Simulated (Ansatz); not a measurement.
Results of G0W0@PBEsol (plane waves, hard PAW, contour deformation; Ansatz, a quantum-chemistry and plane-wave program) for SiCO₄ (model structure, I-4, No. 82, 6 atoms in the cell).

The cell is the one relaxed with PBEsol. Conventional cell: a = 4.3781 Å, b = 4.3781 Å, c = 6.5473 Å, α = 90.00°, β = 90.00°, γ = 90.00°.

The quasiparticle gap at Γ at a fixed k mesh 4×4×4:

```tsv
response cutoff	value (eV)
100 eV, 262 empty bands	10.267
150 eV, 481 empty bands	10.446
200 eV, 740 empty bands	10.544
250 eV, 1035 empty bands	10.593
```

Problem. Taking the value to converge with the response cutoff E as E^(−3/2), extrapolate from the last two rows.

Solution. With y = y∞ + c/w and weights w = 2828 and 3953 for the last two rows, y∞ = (w2 y2 − w1 y1)/(w2 − w1) = (3953 × 10.593 − 2828 × 10.544)/1125 = 10.716 eV, which lies 0.123 beyond the last row. Successive pairs of rows give 10.660, 10.726, 10.716. The limit also hangs on the law assumed, so its last digits aren't firm.

The other settings are not extrapolated, so this is the limit in one setting alone.

At the last cutoff the smallest gap on this mesh is 10.18 eV, with an edge away from Γ.

A model structure was made by putting elements into a prototype or built by hand; it is no filed structure, need not be a known phase, and can be a saddle point held by its symmetry.
